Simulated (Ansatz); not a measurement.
## Pressure series in IrO2

Take IrO$_{2}$ (space group Pa-3, No. 205; a cell from a computed database, its experimental status unchecked) as the base.

```yaml
crystal:
  lattice:
    - [4.86280, 0.00000, 0.00000]
    - [0.00000, 4.86280, 0.00000]
    - [0.00000, 0.00000, 4.86280]
  atoms:
    - { symbol: Ir, position: [0.50000, 0.50000, 0.00000] }
    - { symbol: Ir, position: [0.00000, 0.50000, 0.50000] }
    - { symbol: Ir, position: [0.00000, 0.00000, 0.00000] }
    - { symbol: Ir, position: [0.50000, 0.00000, 0.50000] }
    - { symbol: O, position: [0.15073, 0.84927, 0.34927] }
    - { symbol: O, position: [0.84927, 0.15073, 0.65073] }
    - { symbol: O, position: [0.34927, 0.15073, 0.84927] }
    - { symbol: O, position: [0.65073, 0.84927, 0.15073] }
    - { symbol: O, position: [0.65073, 0.65073, 0.65073] }
    - { symbol: O, position: [0.34927, 0.34927, 0.34927] }
    - { symbol: O, position: [0.84927, 0.34927, 0.15073] }
    - { symbol: O, position: [0.15073, 0.65073, 0.84927] }
```

Cell and atoms are relaxed at each pressure.

All numbers come from Ansatz (a program for electronic structure), PBEsol, PAW, cutoff 420 eV, without spin-orbit coupling.

Notes on the quantities. enthalpy: H = E + PV relative to the base's energy.

| variant | density | enthalpy | shortest interatomic distance |
|---|---|---|---|
| base | 12.95 g/cm³ | – | 1.990 Å |
| pressure −2 GPa | ___ | -0.12 eV/atom | ___ |
| pressure −1 GPa | 12.91 g/cm³ | -0.06 eV/atom | 1.992 Å |
| pressure 0.3 GPa | 12.96 g/cm³ | +0.02 eV/atom | 1.989 Å |
| pressure 0.7 GPa | 12.98 g/cm³ | +0.04 eV/atom | 1.988 Å |
| pressure 1.5 GPa | 13.01 g/cm³ | +0.09 eV/atom | 1.987 Å |
| pressure 3 GPa | 13.07 g/cm³ | +0.18 eV/atom | 1.984 Å |
| pressure 5 GPa | 13.14 g/cm³ | +0.30 eV/atom | 1.980 Å |
| pressure 7.5 GPa | 13.24 g/cm³ | +0.44 eV/atom | 1.976 Å |
| pressure 10 GPa | 13.33 g/cm³ | +0.59 eV/atom | 1.972 Å |

Problem. Some entries are withheld; estimate them.

Solution. 
- pressure −2 GPa, density: 12.87 g/cm³
- pressure −2 GPa, shortest interatomic distance: 1.994 Å

Load acts through the strain it causes; cell and atoms are relaxed under it. Stability against distortions was not tested. Competing high-pressure phases were not computed. No Hubbard U is applied, and correlation can decide whether such a compound is a metal. All final runs are without spin polarisation.
